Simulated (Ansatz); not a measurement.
The reference is Ti in the hcp (Mg type) structure (space group P6_3/mmc, No. 194; relaxed with 0.1 eV smearing).

```
Ti
1.0
    2.93639     0.00000     0.00000
   -1.46820     2.54299     0.00000
    0.00000     0.00000     4.64022
Ti
2
Direct
  0.66667   0.33333   0.75000
  0.33333   0.66667   0.25000
```

Cartesian axes are those of the cell as printed.

Calculations: r2SCAN, PAW, 500 eV (Ansatz, a first-principles code; without spin-orbit coupling).

Modification: biaxial strain −2.50 %, plane normal [001], relaxed out of plane (Cartesian); in-plane vectors clamped, the third vector and the atoms free.

Task: How does this affect the in-plane stress?

Result: The mean in-plane stress (compression positive) is +5.8 GPa.

Task: How does this affect the out-of-plane strain?

Result: The out-of-plane strain is +1.99 %.

No phonon test of stability was made. The final runs are not spin-polarised.
